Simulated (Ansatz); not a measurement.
Functionals compared on OH on the 1x1 (111) surface of fcc Rh, one in a 2x2 cell, started at the site 'hollow Rh-Rh-Rh over Rh at depth 2.2 Å', in Ansatz (plane waves, PAW). The structure was relaxed with PBE; the other rows are single points on it, each with its references at the same level. Cutoff 420 eV (500 eV for r2SCAN).

Set-up: 18 atoms, 6.5 Å thick at the start under the adsorbate (thin: gaps and levels are the slab's own); mesh 6x6x1; 0.1 eV smearing; dipole correction on; 8 atoms held, the rest relaxed; no symmetry held; no spin, no spin-orbit, no U, no dispersion correction. At the end it is bonded to 2 Rh. In PBE it is, or lies within 0.03 eV of, the lowest of the starts that converged. These notes are the PBE run's. Adsorption energies are against H2O(g) − ½ H2(g). A negative adsorption energy means that the adsorbate is more stable on the surface than in its reference.

```
functional  adsorption energy (eV)  work function of the top face (eV)  change of the work function (eV)         rough cost of the single point
----------  ----------------------  ----------------------------------  --------------------------------  -------------------------------------
PBE                           0.27                                4.73                             -0.42                                      –
RPBE                           [?]                                 [?]                               [?]          around 3 core-minutes (rough)
r2SCAN                        0.05                                4.80                             -0.33  about 5 core-minutes (a rough figure)
```

### Question
Complete the blanks.

### Answer

- RPBE, adsorption energy (eV): 0.47
- RPBE, work function of the top face (eV): 4.59
- RPBE, change of the work function (eV): -0.38

Ansatz is an electronic-structure program.
